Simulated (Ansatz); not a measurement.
For PtTe2 (model structure, started from the CdCl2 type, R-3m, No. 166, 3 atoms in the cell), LDA in Ansatz (plane waves, PAW) gives:

| Property | Value |
|---|---|
| lattice parameter a | 3.933 Å |
| c axis length | 17.166 Å |
| bulk modulus | 40.8 GPa |

**Question.** What does PBEsol (PAW; Ansatz, an electronic-structure program) give for the same quantities?

**Answer.** 
- lattice constant a: 3.964 Å (rises by 0.8 %)
- lattice parameter c: 17.395 Å (increases by 1.3 %)
- bulk modulus: 33.2 GPa (falls by 19 %)

Changes are worked out from the printed values.

Unless a cell is named, each level is at its own relaxed cell (LDA 25.55, PBEsol 26.30 Å³/atom).

Levels without +SOC leave out spin–orbit coupling, which shifts energies and cells of such heavy elements.

Caveats: the bulk modulus is −V dP/dV from two relaxed cells at ±2 % in volume (LDA, PBEsol). Ansatz's density-functional and Hartree–Fock values are scalar-relativistic unless marked +SOC, with PAW data made under PBE.

A model structure was made by putting elements into a prototype or built by hand; it is no filed structure, need not be a known phase, and can be a saddle point held by its symmetry.
